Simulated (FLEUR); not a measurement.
Worked example: self-consistent single point of HoN (I4mm, 2 atoms in the cell) in FLEUR.

Computed with PBEsol, all-electron FLAPW (FLEUR), scalar-relativistic valence.

```
HoN
1.0
    0.00000     2.43489     2.43489
    2.43489     0.00000     2.43489
    2.43489     2.43489     0.00000
Ho N
1 1
Direct
  0.01027   0.01027   0.98973
  0.50000   0.50000   0.50000
```
Moments meant for the start (each program seeds them in its own way; μB, in the order of the atoms Ho N): 4.0 0.0.

Reference input (self-consistent single point, DFT, PBEsol, all-electron FLAPW (FLEUR), scalar-relativistic valence): Kmax = 4 1/bohr; GmaxXC = 12 1/bohr; xcFunctional = PBEs; jspins = 2; l_soc = F; mode = hist; fermiSmearingEnergy = 0.00367493 Htr; mesh (inpgen div1-3) = 4 4 4; inpgen gamma flag = true; Gmax = 12 1/bohr; numbands = 0; maxIterBroyd = 15. This run's input differs from it in these lines:

```diff
@@ -15,3 +15,3 @@
 &exco xctyp='PBEs' /
-&kpt div1=4 div2=4 div3=4 gamma=t /
+&kpt div1=6 div2=6 div3=6 gamma=t bz_integration='tetra' /
 &end /
@@ -35,3 +35,3 @@
    <cell>
-      <bzIntegration valenceElectrons="26.0" mode="hist" fermiSmearingEnergy="0.00367493">
+      <bzIntegration valenceElectrons="26.0" mode="tetra" fermiSmearingEnergy="0.0001">
          <kPointListSelection listName="default-1"/>
```

Log, with long lists cut:

```
 Iteration:     1   Distance:     122.05180007 me/bohr^3
 Iteration:     2   Distance:      48.96077637 me/bohr^3
 Iteration:     3   Distance:      34.74946812 me/bohr^3
 Iteration:     4   Distance:      27.59807609 me/bohr^3
 Iteration:     5   Distance:      25.85507906 me/bohr^3
   [... 71 lines left out ...]
 Iteration:    77   Distance:       1.12581383 me/bohr^3
 Iteration:    78   Distance:       3.36079325 me/bohr^3
 Iteration:    79   Distance:       0.79952057 me/bohr^3
 Iteration:    80   Distance:       0.39456015 me/bohr^3
 Run finished successfully
 Stop message:
   all done

[file out, last iteration]
             iter=     80
[...]
          total density-effective poten   -2.1712930018E+04
          total charge density-energy d   -2.7435871708E+02
 Updated energy parameters for spin:           1
 Updated energy parameters for spin:           2
[...]
 fermi energy and band-weighting factors:

[...]
   [... lines left out ...]
          first approx. to ef    (T=0)  :   0.369276 htr   (energy of the highest occ. eigenvalue)
 Direct bandgap for spin            1 :    2.1325915949458540E-002  Htr
 Direct bandgap for spin            2 :    1.5061790828263533E-004  Htr
 ---->    free energy=                    -12679.1224512566 htr
   [... lines left out ...]
 ***** TOTAL FORCES ON ATOMS *****
 TOTAL FORCE FOR ATOM TYPE=  1  X=  0.000   Y=  0.000   Z=  0.094
                       FX_TOT= 0.000000 FY_TOT= 0.000000 FZ_TOT=-0.001272
 TOTAL FORCE FOR ATOM TYPE=  2  X=  4.601   Y=  4.601   Z=  4.601
                       FX_TOT= 0.000000 FY_TOT= 0.000000 FZ_TOT= 0.001107
No new postions, force convergence required= 0.00001; max force distance= 0.00025
---->    distance of charge densities for spin  1                 it=   80:     0.011409 me/bohr**3
---->    distance of charge densities for spin  2                 it=   80:     0.394138 me/bohr**3
---->    distance of charge densities for it=   80:     0.394045 me/bohr**3
---->    distance of spin densities for it=   80:     0.394560 me/bohr**3
GENERALIZED ANDERSON MIXING: alpha=   0.05000 History-length=9
     ******* it= 80  is completed********
```

The run ended unconverged after 80 iterations. 

The starting cell comes from a database of computed structures (which also holds hypothetical and non-ambient phases and stackings), without a prior relaxation at this level. Its lattice was rescaled by up to half a per cent. One atom was moved a little off its site on purpose. Spin-orbit coupling is off. Values depend on the basis (sphere radii, cutoffs, local orbitals), which need not be converged.

Cost on one core of a shared machine: roughly 5 min.
